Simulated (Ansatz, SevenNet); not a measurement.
## Ladder of methods for the elastic constant C66 of C11b WSi2

Reference value: 218 GPa (measured, temperature not stated, no zero-point or thermal correction; as tabulated in Friák et al. (2018), doi:10.3390/nano8121057).

**Question.** What do SevenNet-0, SevenNet-l3i5, PBE, PBEsol give, and how far is each from the reference?

**Answer.** 
| level (code) | value (GPa) | cell (Å³/atom) | difference (%) |
|---|---|---|---|
| SevenNet-0 | 64.7 | 13.70 | -70 |
| SevenNet-l3i5 | 117 | 13.70 | -46 |
| PBE (Ansatz) | 200 | 13.67 | -8.3 |
| PBEsol (Ansatz) | 213 | 13.36 | -2.3 |

The reference's temperature isn't stated, so close values are not ranked against it. Off by more than 25 %, or 35 % on the side where a correction would as a rule narrow the miss (bounds picked here): SevenNet-0 (-70 %), SevenNet-l3i5 (-46 %).

The measured value isn't corrected to a static lattice, so vibrations enter the comparison.  Density-functional levels without +SOC have no spin–orbit coupling. Each level is taken at its own relaxed cell. Ansatz's density-functional and Hartree–Fock values are scalar-relativistic unless marked +SOC, with PAW data made under PBE.

Machine-learned potentials (SevenNet-0, SevenNet-l3i5) are trained on DFT data: a solid inside that data is no test of them.

Differences are worked out from the printed values.

Ansatz is a quantum-chemistry and plane-wave program.
